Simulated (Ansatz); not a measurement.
Worked example: self-consistent single point of Bi (R-3m, 2 atoms in the cell) in Ansatz (a quantum-chemistry and plane-wave program).

Method: PBEsol, default PAW files made with PBE (plane waves; Ansatz).

```yaml
crystal:
  lattice:
    - [4.14499, -2.26363, 0.00000]
    - [4.14499, 2.26363, 0.00000]
    - [2.90880, 0.00000, 3.72073]
  atoms:
    - { symbol: Bi, position: [0.23824, 0.23824, 0.23824] }
    - { symbol: Bi, position: [0.76600, 0.76600, 0.76600] }
```

Reference input (self-consistent single point, DFT, PBEsol, plane waves, default PAW files made with PBE): basis.ecutwfc = 420 eV; kpoints.mp_grid.grid = 9 9 9; hamiltonian.xc = pbesol; hamiltonian.pseudopotentials = {kind: paw} (the program's default PAW files); scf.occupations.method = gaussian; scf.occupations.width = 0.1 eV. This run's input differs from it in these lines:

Ansatz 0.2 input:
```diff
@@ -9,3 +9,3 @@
 basis:
-  ecutwfc: 420.0
+  ecutwfc: 735.0
 kpoints:
```

Output, abridged:

```
SCF iter   1: F=—  HF=-24484.013718 eV  |F-HF|=—  |Δ(HF+E_count)|=         —  Δρ=1.81e-3  dr2=2.49e-3  ethr=1.77e-3  ⟨swp⟩=6.0  Hψ=8179  notcnv=0
all-band conjugate gradients solve this SCF's bands
preconditioner: auto → Kerker (q_TF=auto, 2.370 Å⁻¹)
SCF iter   2: F=—  HF=-24484.012299 eV  |F-HF|=—  |Δ(HF+E_count)|=   1.42e-3  Δρ=1.08e-3  dr2=9.81e-4  ethr=8.30e-6  ⟨swp⟩=2.6  Hψ=3643  notcnv=0
SCF iter   3: F=—  HF=-24484.012098 eV  |F-HF|=—  |Δ(HF+E_count)|=   2.02e-4  Δρ=3.36e-4  dr2=7.72e-5  ethr=3.27e-6  ⟨swp⟩=2.0  Hψ=2891  notcnv=0
SCF iter   4: F=—  HF=-24484.012121 eV  |F-HF|=—  |Δ(HF+E_count)|=   2.32e-5  Δρ=1.68e-4  dr2=3.15e-5  ethr=2.57e-7  ⟨swp⟩=2.0  Hψ=2891  notcnv=0
SCF iter   5: F=—  HF=-24484.012115 eV  |F-HF|=—  |Δ(HF+E_count)|=   6.27e-6  Δρ=5.50e-5  dr2=2.21e-6  ethr=1.05e-7  ⟨swp⟩=3.0  Hψ=2891  notcnv=0
SCF iter   6: F=-24484.012115 eV  HF=-24484.012115 eV  |F-HF|=3.03e-8  |Δ(HF+E_count)|=   2.01e-7  Δρ=1.14e-5  dr2=8.65e-8  ethr=3.33e-10  ⟨swp⟩=5.0  Hψ=9650  notcnv=0
SCF 1 converged in 6 iterations: F = -24484.012115 eV  dr2 = 8.65e-8
Free energy (F): -24484.012115 eV
Internal energy: -24484.010885 eV  (E = F + TS)
E sigma→0 (E₀):  -24484.011500 eV
Entropy (-TS):   -0.001230 eV (-0.615 meV/atom)
Fermi energy:    9.621669 eV
--- Forces (eV/Å), atoms counted from 1 ---
  atom   1  Bi    -0.03466464    -0.00000000    -0.01151712
  atom   2  Bi     0.03466464     0.00000000     0.01151712
--- Stress (GPa, compression-positive) ---
       -0.694734       0.000000      -0.083032
        0.000000      -0.444822       0.000000
       -0.083032       0.000000      -0.472409
  P = ⅓ Tr σ = -0.5373 GPa (-5.373 kbar)
  The stress holds the Pulay correction. Without it, at fixed plane waves, as pw.x and ABINIT print it: P = -0.5382 GPa
```

The run converged in 6 iterations. Against the reference run the free energy drops by 1.4 meV/atom, the pressure stays at -0.54 GPa and the largest force hardly changes (0.036 to 0.037 eV/Å).

The starting cell has typed, rounded lattice constants, without a prior relaxation at this level. Its lattice was rescaled by up to half a per cent. One atom was moved a little off its site on purpose. Ansatz's pressure includes its estimate of the finite-basis (Pulay) stress.
